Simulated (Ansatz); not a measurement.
# Os_Mo in bcc Mo

All values below come from PBE, PAW (plane waves to 420 eV; Ansatz, a program for electronic structure). Set-up: 54-site cell; 4×4×4 shifted k-points; start: the Mo site; energies good to tenths of an eV; the relaxation kept the symmetry of the starting site.

Neighbours after relaxation, in Å: of the Os atom: Mo 2.75, Mo 2.75, Mo 2.75, Mo 2.75, Mo 2.75, Mo 2.75, Mo 2.75, Mo 2.75 (the shell may go on).

Formation energies E_f are those of the neutral cell. Chemical conditions: host crystal and elements as references (Δμ(Mo) = 0.00 eV, Δμ(Os) = 0.00 eV; Os taken from its element, since no compound that bounds it was computed at this level; only phases computed here count, gases as isolated molecules at 0 K). Reference phases: Mo: bcc Mo, Os: hcp Os.

```
charge         moment (μB)  point group  largest move off a lattice site (Å)  E_f, host crystal and elements as references (eV)
------  ------------------  -----------  -----------------------------------  -------------------------------------------------
0       not spin-polarised           Oh                                 0.01                                               0.36
```

Point groups are those of the whole cell at tolerances of 0.03 and 0.1 Å ("near" where only the looser one holds); none is given for unsettled states.

All states together cost roughly 6 core-minutes.
